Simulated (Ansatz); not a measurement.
S on the Ir site (S_Ir) in fcc Ir (start: the Ir site; 32-site cell, 6×6×6 shifted sampling), impurity bounded by its compound with the host (Δμ(Ir) = 0.00 eV, Δμ(S) = -0.63 eV, bounded by Ir2S3 (Pbcn); only phases computed here count, gases as isolated molecules at 0 K). Method: PBE, PAW (plane waves to 420 eV; Ansatz, a first-principles code). In charge state 0 (not spin-polarised) the formation energy is 3.42 eV. The crystal has 6.90 × 10^22 Ir sites per cm³.

Estimate the equilibrium concentration at 900 K in the dilute limit, leaving out vibrational entropy and degeneracy.

kT = 0.0776 eV; c = N exp(−E_f / kT) = 6.90 × 10^22 × exp(−44.1) ≈ 5 × 10^3 cm^-3. An error of 0.2 eV in E_f moves this by a factor of 13.
